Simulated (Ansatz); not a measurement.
Step by step: surface energy of the Si(111) slab with 2 F, the mean of its two faces, with the listed reservoirs for the atoms in excess

Subject: the surface energy of the Si(111) slab with 2 F, the mean of its two faces, with the listed reservoirs for the atoms in excess. Reaction: 12 Si (diamond) + F2 (gas) → cell A.

A: a slab of Si (diamond, Fd-3m) cut along (111), 14 atoms, hexagonal cell of 3.87 Å (13.0 Å²), symmetry P-3m1, 19.8 Å thick under 16 Å of vacuum, in-plane vectors held at the crystal's; planes from bottom to top: F | Si × 12 | F; added, foreign or displaced atoms, above the top plane and below the bottom plane: two times F bound to 1 Si at 1.62 Å; spin state with PBE: run without spin.

Method: Ansatz (an electronic-structure program), PAW, neutral cells at 0 K with nuclei at rest, on structures from PBE. Ansatz runs with its default PAW set. Other levels take these structures. The lattices are those relaxed with PBE, so at other levels the solids can be strained, which adds to the spread. A dispersion term (D3(BJ), or D4 for r2SCAN) was computed beside these levels and is taken off wherever the name lacks it. Cell A has symmetry P-3m1 and got no random move, so less symmetric positions, which may lie lower, weren't tried.

Total energies of the cells in eV, at zero smearing width. They compare only within one column; the weights balance every element.

```json
[
 {"cell": "A: Si(111) slab with 2 F", "atoms": "14", "weight": "+1", "r2SCAN": "-9289.81690", "r2SCAN+D4": "-9291.11320"},
 {"cell": "Si (diamond)", "atoms": "2", "weight": "−6", "r2SCAN": "-1278.12961", "r2SCAN+D4": "-1278.36358"},
 {"cell": "F2 (gas)", "atoms": "2", "weight": "−1", "r2SCAN": "-1613.70518", "r2SCAN+D4": "-1613.70644"}
]
```

r2SCAN: (-9289.81690) − 6 × (-1278.12961) − (-1613.70518) = -7.3341 eV; dividing by 2 × 12.956 Å² and converting at 16.022 J/m² per eV/Å² gives -4.53 J/m².

r2SCAN+D4: (-9291.11320) − 6 × (-1278.36358) − (-1613.70644) = -7.2253 eV; dividing by 2 × 12.956 Å² and converting at 16.022 J/m² per eV/Å² gives -4.47 J/m².
